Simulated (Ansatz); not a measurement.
# Response to strain in HgTe

Consider HgTe in the zinc blende structure (space group F-43m, No. 216).

```
CELL_PARAMETERS angstrom
      0.00000     3.21750     3.21750
      3.21750     0.00000     3.21750
      3.21750     3.21750     0.00000
ATOMIC_POSITIONS crystal
  Hg 0.00000 0.00000 0.00000
  Te 0.25000 0.25000 0.25000
```

Cartesian axes are those of the cell as printed.

Strains are applied to the cell and any free atomic positions relax.

The values are results of Ansatz (a first-principles code), LDA, PAW, cutoff 420 eV, no SOC, not measurements.

Notes on the quantities. energy relative to the base: free energy F.

```csv
variant,volume per atom,energy relative to the base
base,33.31 Å³,0 meV/atom
tensor shear ε_xy = +0.29 %,33.31 Å³,+0.1 meV/atom
tensor shear ε_xy = +0.57 %,33.31 Å³,+0.3 meV/atom
tensor shear ε_xy = +2.00 %,33.30 Å³,+3.7 meV/atom
tensor shear ε_xy = +1.14 %,33.30 Å³,+1.2 meV/atom
tensor shear ε_xy = +0.86 %,33.31 Å³,+0.7 meV/atom
tensor shear ε_xy = +1.43 %,33.30 Å³,___
tensor shear ε_xy = +1.71 %,33.30 Å³,+2.7 meV/atom
```

Some entries are withheld; estimate them.


- tensor shear ε_xy = +1.43 %, energy relative to the base: +1.9 meV/atom

No phonon test of stability was made. The final runs are not spin-polarised.
